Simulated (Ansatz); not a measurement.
## Effect of isotropic strain −3.00 % on BaTiO3

The parent structure is BaTiO3 in the cubic perovskite structure (space group Pm-3m, No. 221; a = 3.970 Å).

Perturbation: an isotropic linear strain of −3.00 %; the atoms relax in the strained cell.

All numbers come from PBEsol (Ansatz, a quantum-chemistry and plane-wave program, PAW, spin-orbit coupling left out). Γ-centred 8×8×8 mesh, Fermi–Dirac width 0.05 eV.

| quantity | base | changed | shift |
|---|---|---|---|
| volume per atom | 12.51 Å³ | 11.42 Å³ | -1.09 Å³ |
| space group | Pm-3m (No. 221) | Pm-3m (No. 221) | – |
| shortest interatomic distance | 1.985 Å | 1.925 Å | -0.060 Å |
| energy relative to the base (free energy F) | 0 meV/atom | +63 meV/atom | +63 meV/atom |
| band gap | 1.82 eV | 1.95 eV | +0.13 eV |
| gap character | indirect, R → Γ | direct at Γ | – |
| width of the top valence band | 0.98 eV | 1.07 eV | +0.09 eV |

No phonon test of stability was made. The final runs are not spin-polarised. Many cubic perovskites are stable only at high temperature; tilts and polar distortions were not tested. This is not the structure that BaTiO3 has at room temperature and ambient pressure.
